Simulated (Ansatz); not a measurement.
Checking a run of Ansatz (an electronic-structure program) on a (100) slab of Zr (cut from a parent of space group no. 194; 16 atoms in the cell). The aim is a self-consistent single point with DFT, LDA (PW92), plane waves, PAW files made with PBE.

Cell that was meant: a = 3.1872 Å, b = 10.2549 Å, c = 26.2231 Å, α = 90.00°, β = 90.00°, γ = 90.00°.

Part of the input:

Ansatz 0.2 input:
```yaml
    - [0.000000, 10.254928, 0.000000]
    - [0.000000, 0.000000, 26.223100]
  atoms:
    - { symbol: Zr, position: [1.859215, 0.000000, 9.858810] }
    - { symbol: Zr, position: [1.859215, 5.127464, 9.858810] }
    - { symbol: Zr, position: [1.859215, 2.563732, 8.000012] }
    - { symbol: Zr, position: [0.265601, 7.691196, 8.929411] }
    - { symbol: Zr, position: [0.265601, 0.000000, 12.646903] }
    - { symbol: Zr, position: [0.265601, 5.127464, 12.646903] }
    - { symbol: Zr, position: [0.265601, 2.563732, 10.788105] }
    - { symbol: Zr, position: [1.859215, 7.691196, 11.717504] }
    - { symbol: Zr, position: [1.859215, 0.000000, 15.434995] }
    - { symbol: Zr, position: [1.859215, 5.127464, 15.434995] }
    - { symbol: Zr, position: [1.859215, 2.563732, 13.576197] }
    - { symbol: Zr, position: [0.265601, 7.691196, 14.505596] }
    - { symbol: Zr, position: [0.265601, 0.000000, 18.223088] }
    - { symbol: Zr, position: [0.265601, 5.127464, 18.223088] }
    - { symbol: Zr, position: [0.265601, 2.563732, 16.364394] }
    - { symbol: Zr, position: [1.859215, 7.691196, 17.293689] }
kpoints:
  mp_grid:
    grid: [8, 3, 1]
```

Output (repeated stretches shortened):

```
WARN basis.ecutwfc = 420 eV, the default
WARN ansatz: RAYON_NUM_THREADS=1 ignored (pool sized by the plan → 1); use --threads N
   [... lines left out ...]
Space group: P1 (ITA 1), of the structure as read, at distance tolerance 9.5e-5 Å
k-points: 13 of 24 (time reversal used)
PAW frozen core: Zr, regenerated for the run's functional, and the local potential with it
Initial density: superposition of atomic densities (neutral atoms: chi_scale 0, normalization atom)
Initial wavefunctions: pseudopotential atomic-orbital guess
Eigensolver: davidson
Functional: x = slater, c = lda
SCF iter   1: F=—  HF=-65121.076258 eV  |F-HF|=—  |Δ(HF+E_count)|=         —  Δρ=1.42e-1  dr2=6.91e2  ethr=3.10e-3  ⟨swp⟩=10.4  Hψ=8681  notcnv=0
all-band conjugate gradients solve this SCF's bands
preconditioner: auto → LDOS
SCF iter   2: F=—  HF=-65221.470137 eV  |F-HF|=—  |Δ(HF+E_count)|=    1.00e2  S|Δr|=    0.00e0  Δρ=2.35e-1  dr2=1.96e3  ethr=3.10e-3  ⟨swp⟩=15.7  Hψ=14092  notcnv=0  defer=87  recentre
   [... lines left out ...]
SCF iter  17: F=—  HF=-64980.859519 eV  |F-HF|=—  |Δ(HF+E_count)|=   2.50e-7  S|Δr|=    0.00e0  Δρ=5.84e-6  dr2=5.36e-7  ethr=1.19e-9  ⟨swp⟩=2.0  Hψ=2196  notcnv=0  defer=65
SCF iter  18: F=—  HF=-64980.859519 eV  |F-HF|=—  |Δ(HF+E_count)|=   6.06e-8  S|Δr|=    0.00e0  Δρ=3.29e-6  dr2=1.60e-7  ethr=2.79e-10  ⟨swp⟩=2.2  Hψ=2021  notcnv=0  defer=65
SCF iter  19: F=-64980.859519 eV  HF=-64980.859519 eV  |F-HF|=3.18e-8  |Δ(HF+E_count)|=   1.92e-8  S|Δr|=    0.00e0  Δρ=1.53e-6  dr2=3.71e-8  ethr=5.21e-11  ⟨swp⟩=21.5  Hψ=9198  notcnv=0
SCF 1 converged in 19 iterations: F = -64980.859519 eV  dr2 = 3.71e-8
Stability not checked (fill_not_monotonic)
Free energy (F): -64980.859519 eV
Internal energy: -64981.104764 eV  (E = F + TS)
E sigma→0 (E₀):  -64980.941267 eV
Entropy (-TS):   0.245245 eV (15.328 meV/atom)
Fermi energy:    3.130455 eV
--- Forces (eV/Å), atoms counted from 1 ---
  atom   1  Zr    -0.03543010  -252.43928454    -0.19531292
  atom   2  Zr     0.01665725   251.93770366     0.22500656
  atom   3  Zr    -0.48169766     0.06638853    -0.21176864
   [... lines left out ...]
  atom  16  Zr    -0.48436886     0.48963273     0.02400575
--- Stress (GPa, compression-positive) ---
       -8.542344       0.000180      -0.005581
        0.000180     243.556857      -0.027608
       -0.005581      -0.027608      -2.274098
  P = ⅓ Tr σ = 77.5801 GPa (775.801 kbar)
  The stress holds the Pulay correction. Without it, at fixed plane waves, as pw.x and ABINIT print it: P = 77.5137 GPa
```

Is this run sound? If not, what is wrong?

The run is not sound. The fault is fractional and Cartesian coordinates mixed up. Numbers meant as fractions of the cell vectors were read as lengths, or the reverse, so the atoms sit in the wrong places. To fix it, make label and numbers agree, by changing either. The run converged in 19 iterations without an error; against the sound input the free energy rises by 15.6 eV/atom and the largest force goes from 1.596 to 252.5 eV/Å.

On the sound input: the starting cell was generated: these elements placed on a structure prototype, without a prior relaxation; it need not be a known phase or ordering of this composition. The slab is cut from that crystal, and its faces are unrelaxed. Its lattice was rescaled in the plane by a random factor within 2.5 % of one. The two faces of this cut differ, and no dipole correction was used. Forces in this geometry exceed 1 eV/Å.
